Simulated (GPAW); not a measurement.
Worked example: self-consistent single point of HfN (I4mm, 2 atoms in the cell) in GPAW.

Method of the run: PBEsol, GPAW PAW datasets PBEsol (made by gpaw-setup) (plane waves; GPAW).

```xyz
2
Lattice="0.0000 2.2487 2.2487 2.2487 0.0000 2.2487 2.2487 2.2487 0.0000" Properties=species:S:1:pos:R:3 pbc="T T T"
Hf     0.0000     0.0000     0.0500
N      2.2487     2.2487     2.2487
```

Reference input (self-consistent single point, DFT PBEsol, plane waves, GPAW PAW datasets PBEsol (made by gpaw-setup)): mode = pw; ecut = 950 eV; xc = PBEsol; kpts = 5 5 5; mesh shift (steps) = 0 0 0; occupations.name = fermi-dirac; occupations.width = 0.1 eV; nbands = -8; convergence.density = 1e-05 e/electron; convergence.energy = 1e-05 eV/electron; symmetry.symmorphic = false; symmetry.tolerance = 0.0005. This run's input differs from it in these lines:

```diff
@@ -13,2 +13,3 @@
 calc = GPAW(mode={'name': 'pw', 'ecut': 950},
+            h=0.25,
             xc='PBEsol',
```

Output (repeated stretches shortened):

```
Input parameters:
  convergence: {density: 1e-05,
                energy: 1e-05}
  h: 0.25
  kpts: [5 5 5]
  maxiter: 100
  mode: {ecut: 950,
         name: pw}
  nbands: -8
  occupations: {name: fermi-dirac,
                width: 0.1}
  symmetry: {symmorphic: False,
             tolerance: 0.0005}
  xc: PBEsol

species:
  Hf:
    name: Hafnium
    Z: 72.0
    valence: 12
    core: 60
    charge: 0.0
    file: Hf.PBEsol.gz

    # Using partial waves for Hf as LCAO basis

  N:
    name: Nitrogen
    Z: 7.0
    valence: 5
    core: 2
    charge: 0.0
    file: N.PBEsol.gz

    # Using partial waves for N as LCAO basis

Reference energy: -411238.345407  # eV

Spin-paired calculation

Convergence criteria:
 Maximum [total energy] change in last 3 cyles: 1e-05 eV / valence electron
 Maximum integral of absolute [dens]ity change: 1e-05 electrons / valence electron
 Maximum integral of absolute [eigenst]ate change: 4e-08 eV^2 / valence electron
 Maximum number of scf [iter]ations: 100

Symmetries present (total): 8
Symmetries with fractional translations: 0
125 k-points: 5 x 5 x 5 Monkhorst-Pack grid
18 k-points in the irreducible part of the Brillouin zone
       k-points in crystal coordinates                weights
   0:     0.00000000    0.00000000    0.00000000          1/125
   1:     0.20000000    0.00000000    0.20000000          4/125
   2:     0.20000000    0.20000000    0.00000000          2/125
   [... 7 lines left out ...]
          ...
  17:     0.40000000    0.40000000    0.40000000          8/125

Traceback (most recent call last):
   [... frames left out ...]
AssertionError
```

The program stopped before any SCF iteration. 

The starting cell has typed, rounded lattice constants, without a prior relaxation at this level. Its lattice was rescaled by up to half a per cent. One atom was moved a little off its site on purpose. Spin-orbit coupling is off.
